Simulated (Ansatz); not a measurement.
An Ansatz (an electronic-structure program) run: BP with a change (tensor shear ε_xy = +0.29 %); Kohn–Sham DFT with the r2SCAN functional, run in Ansatz with PAW and 500 eV plane waves, spin-orbit coupling left out.

Input:

Ansatz 0.2 input:
```yaml
crystal:
  lattice:
    - [0.0065780113, 2.2682797495, 2.2682797495]
    - [2.2682797495, 0.0065780113, 2.2682797495]
    - [2.2748577608, 2.2748577608, 0]
  atoms:
    - { symbol: B, position: [0, 0, 0] }
    - { symbol: P, position: [0.25, 0.25, 0.25] }
basis: { ecutwfc: 500, ecutrho_ratio: 4, xc_grid: 4, fft_grid_basis: typed }
kpoints: { mp_grid: { grid: [12, 12, 12] } }
hamiltonian:
  xc: r2scan
  dispersion: none
  pseudopotentials: { kind: paw }
scf: { occupations: { method: fermi_dirac, width: 0.05 }, convergence: { dr2_threshold: 0.0000000002 } }
relax: { f_tol: 0.005, max_steps: 50 }
output: { forces: true, stress: true }
checkpoint: { write: state.ck, write_every: 1000 }
```

Output (explanatory and most iteration lines left out):

```
Relaxation: its limit of steps is 50 (relax.max_steps)
Pseudopotential: B, paw, valence charge 3
Pseudopotential: P, paw, valence charge 5
Crystal: 2 atoms, lattice volume = 23.341 Å³
Basis set: ecut = 500 eV, 609 PW (Γ), exchange–correlation on 96×96×96 points (64 copies of the dense FFT grid, shifted against one another)
Bands: 8, of which v1, the nominal top of the filled ones, is band 4 counted from 1 (3 counted from 0)
Symmetry: 4 space group operations
Space group: Imm2 (ITA 44), of the structure as read, at distance tolerance 2.9e-5 Å
k-points: 280 of 1728 (time reversal used)
Functional: x = r2scan, c = r2scan; τ floored in thin density (d = 2e-4 eV/Å³)
SCF iter   1: F=—  HF=-916.650859 eV  |F-HF|=—  |Δ(HF+E_count)|=         —  Δρ=4.39e-3  dr2=2.28e-3  dr2_τ=1.31e-1  ethr=1.77e-3  ⟨swp⟩=6.2  Hψ=21355  notcnv=0
SCF iter   2: F=—  HF=-916.686777 eV  |F-HF|=—  |Δ(HF+E_count)|=   3.59e-2  Δρ=2.93e-3  dr2=9.33e-4  dr2_τ=3.90e-5  ethr=2.85e-5  ⟨swp⟩=2.1  Hψ=6790  notcnv=0
SCF 1 converged in 8 iterations: F = -916.686863 eV  dr2 = 3.34e-11
relax step   1: F+E_penalty+E_count = -916.68686271 eV  Δ(F+E_penalty+E_count) = +0.000e0 eV  max|allowed force component| = 4.028e-2 eV/Å  Δτ_max = 0.0000 Å  (8 SCF iters, accepted)
Crystal: 2 atoms, lattice volume = 23.341 Å³
SCF iter   1: F=—  HF=-916.686894 eV  |F-HF|=—  |Δ(HF+E_count)|=         —  Δρ=8.51e-5  dr2=1.07e-6  dr2_τ=9.72e-7  ethr=1.28e-8  ⟨swp⟩=2.8  Hψ=12438  notcnv=0
SCF iter   2: F=—  HF=-916.686894 eV  |F-HF|=—  |Δ(HF+E_count)|=   3.99e-7  Δρ=4.01e-5  dr2=1.89e-7  dr2_τ=3.17e-9  ethr=1.28e-8  ⟨swp⟩=2.0  Hψ=3203  notcnv=0
SCF 2 converged in 4 iterations: F = -916.686894 eV  dr2 = 3.34e-11
relax step   2: F+E_penalty+E_count = -916.68689444 eV  Δ(F+E_penalty+E_count) = -3.173e-5 eV  max|allowed force component| = 1.923e-2 eV/Å  Δτ_max = 0.0005 Å  (4 SCF iters, accepted)
Crystal: 2 atoms, lattice volume = 23.341 Å³
SCF iter   1: F=—  HF=-916.686903 eV  |F-HF|=—  |Δ(HF+E_count)|=         —  Δρ=7.79e-5  dr2=8.93e-7  dr2_τ=8.07e-7  ethr=1.12e-7  ⟨swp⟩=2.0  Hψ=7965  notcnv=0
SCF iter   2: F=—  HF=-916.686904 eV  |F-HF|=—  |Δ(HF+E_count)|=   2.90e-7  Δρ=3.70e-5  dr2=1.62e-7  dr2_τ=2.65e-9  ethr=1.12e-8  ⟨swp⟩=1.3  Hψ=4629  notcnv=0
SCF 3 converged in 4 iterations: F = -916.686904 eV  dr2 = 3.29e-11
relax step   3: F+E_penalty+E_count = -916.68690380 eV  Δ(F+E_penalty+E_count) = -9.361e-6 eV  max|allowed force component| = 2.287e-6 eV/Å  Δτ_max = 0.0005 Å  (4 SCF iters, accepted)
Crystal: 2 atoms, lattice volume = 23.341 Å³
SCF iter   1: F=—  HF=-916.686904 eV  |F-HF|=—  |Δ(HF+E_count)|=         —  Δρ=4.97e-7  dr2=3.29e-11  dr2_τ=1.75e-12  ethr=1.00e-12  ⟨swp⟩=2.1  Hψ=21496  notcnv=0
SCF iter   2: F=-916.686904 eV  HF=-916.686904 eV  |F-HF|=4.09e-12  |Δ(HF+E_count)|=  1.52e-11  Δρ=2.48e-7  dr2=6.30e-12  dr2_τ=1.58e-13  ethr=1.00e-12  ⟨swp⟩=4.0  Hψ=6367  notcnv=0
SCF 4 converged in 2 iterations: F = -916.686904 eV  dr2 = 6.30e-12
SCF converged after 2 iterations
Free energy (F): -916.686904 eV
Internal energy: -916.686904 eV  (E = F + TS)
E sigma→0 (E₀):  -916.686904 eV
Fermi energy:    9.936509 eV
--- Forces (eV/Å), atoms counted from 1 ---
  atom   1  B      0.00000000     0.00000000    -0.00000377
  atom   2  P     -0.00000000     0.00000000     0.00000445
--- Stress (GPa, compression-positive) ---
        0.002396      -1.144732      -0.000000
       -1.144732       0.002396       0.000000
       -0.000000       0.000000      -0.005230
  P = ⅓ Tr σ = -0.0001 GPa (-0.001 kbar)
--- Relaxed structure (3 steps of the walk, 3 accepted, 0 SCFs on fresh bases) ---
  atoms:
    - { symbol: B, position: [0.00022492581723664896, 0.0002249258172366489, -0.00022492581723664896] }
    - { symbol: P, position: [0.2497750741827633, 0.2497750741827633, 0.25022492581723665] }
```

The cells carry an imposed strain or load. No phonon test of stability was made. The cell was made from BP in the zinc blende structure (space group F-43m, No. 216) by this change: tensor shear ε_xy = +0.29 %.
